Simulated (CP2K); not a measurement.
A self-consistent single point of Ga (Cmce, 4 atoms in the cell) with CP2K.

Computed with CP2K with PBEsol, GPW, DZVP-MOLOPT-SR-GTH basis, GTH-PBE potentials (GTH_POTENTIALS).

```
CELL_PARAMETERS angstrom
      4.42887     0.00000     0.00000
     -2.18009     3.85513     0.00000
      0.00000     0.00000     4.58739
ATOMIC_POSITIONS crystal
  Ga 0.65570 0.34430 0.41540
  Ga 0.34430 0.65570 0.58460
  Ga 0.84430 0.15570 0.91540
  Ga 0.15570 0.84430 0.08460
```

Reference input (self-consistent single point, DFT PBE, GPW, DZVP-MOLOPT-SR-GTH basis, GTH-PBE potentials (GTH_POTENTIALS)): CUTOFF = 600 Ry; REL_CUTOFF = 50 Ry; SMEAR/METHOD = FERMI_DIRAC; ELECTRONIC_TEMPERATURE = 1578.21 K; KPOINTS/SCHEME = MONKHORST-PACK 6 6 5; GAMMA_CENTERED = T; XC_FUNCTIONAL = PBE; Ga/BASIS_SET = DZVP-MOLOPT-SR-GTH; Ga/POTENTIAL = GTH-PBE-q13; METHOD = GPW; EPS_DEFAULT = 1e-10; NGRIDS = 5. This run's input differs from it in these lines:

```diff
@@ -43,3 +43,6 @@
     &XC
-      &XC_FUNCTIONAL PBE
+      &XC_FUNCTIONAL
+        &PBE
+          PARAMETRIZATION PBESOL
+        &END PBE
       &END XC_FUNCTIONAL
```

The program printed (abridged):

```
 SCF WAVEFUNCTION OPTIMIZATION

  Step     Update method      Time    Convergence         Total energy    Change
     1 NoMix/Diag. 0.30E+00      -     1.15903655      -298.0388379419 -2.98E+02
     2 Broy./Diag. 0.30E+00      -     0.02285214      -298.3857758254 -3.47E-01
     3 Broy./Diag. 0.30E+00      -     0.02352493      -297.8970469915  4.89E-01
     4 Broy./Diag. 0.30E+00      -     0.00150013      -297.6792204205  2.18E-01
     5 Broy./Diag. 0.30E+00      -     0.00050648      -297.6968008995 -1.76E-02
     6 Broy./Diag. 0.30E+00      -     0.00014275      -297.7024696562 -5.67E-03
   [... 2 lines left out ...]
     9 Broy./Diag. 0.30E+00      -     0.00000227      -297.7023488548 -9.51E-05
    10 Broy./Diag. 0.30E+00      -     0.00000124      -297.7023548912 -6.04E-06
    11 Broy./Diag. 0.30E+00      -     0.00000028      -297.7023556432 -7.52E-07
    12 Broy./Diag. 0.30E+00      -     0.00000003      -297.7023561086 -4.65E-07
  *** SCF run converged in    12 steps ***

  Overlap energy of the core charge distribution:               0.00000000064146
  Self energy of the core charge distribution:               -389.17567191661561
  Core Hamiltonian energy:                                    116.65251009951201
  Hartree energy:                                              14.87789840509015
  Exchange-correlation energy:                                -40.05508510224845
  Electronic entropic energy:                                  -0.00200759501301
  Fermi energy:                                                 0.18736245615886

  Total energy:                                              -297.70235610857503
  Total energy (extrapolated to T->0):                       -297.70135231106855

   [... lines left out ...]

 STRESS| Analytical stress tensor [bar]
 STRESS|                        x                   y                   z
 STRESS|      x       -1.13598897865E+04   4.85972447148E+03  -3.79303909475E-02
 STRESS|      y        4.85972447148E+03  -5.86351868708E+03   3.92274073059E-03
 STRESS|      z       -3.79303909475E-02   3.92274073059E-03  -1.91780446901E+04
 STRESS| 1/3 Trace                                            -1.21338177212E+04
```

The run converged in 12 iterations. Against the reference run the pressure goes from 2.20 to -1.21 GPa and the largest force goes from 0.113 to 0.082 eV/Å.

The starting cell comes from a database of computed structures (which also holds hypothetical and non-ambient phases and stackings), without a prior relaxation at this level. Its lattice was rescaled by a random factor within 2.5 % of one. Values carry the incompleteness of an atom-centred basis. The potentials were made for another functional than the one used.

Cost on one core of a shared machine: roughly 2 min.
